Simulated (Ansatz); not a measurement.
# A computed series for SiC: pressure series

The parent structure is SiC (space group P6_3mc, No. 186; a = 3.078 Å, c = 10.076 Å).

Cell and atoms are relaxed at each pressure.

Method: PBEsol, PAW, 420 eV (Ansatz, an electronic-structure program; spin-orbit coupling left out).

| P (GPa) | V (Å³/atom) |
|---|---|
| -1.98 | 10.429 |
| -0.98 | 10.380 |
| 0.89 | 10.293 |
| 2.09 | 10.239 |
| 4.50 | 10.135 |
| 9.00 | 9.952 |
| 15.00 | 9.731 |
| 22.50 | 9.484 |
| 30.00 | 9.263 |

A third-order Birch–Murnaghan fit to these points gives V₀ = 10.33 Å³/atom, B₀ = 222 GPa and B₀′ = 3.8. At pressure 30 GPa the volume is 89.6 % of V₀.

Load acts through the strain it causes; cell and atoms are relaxed under it. Whether these cells are dynamically stable was not tested. Competing high-pressure phases were not computed.
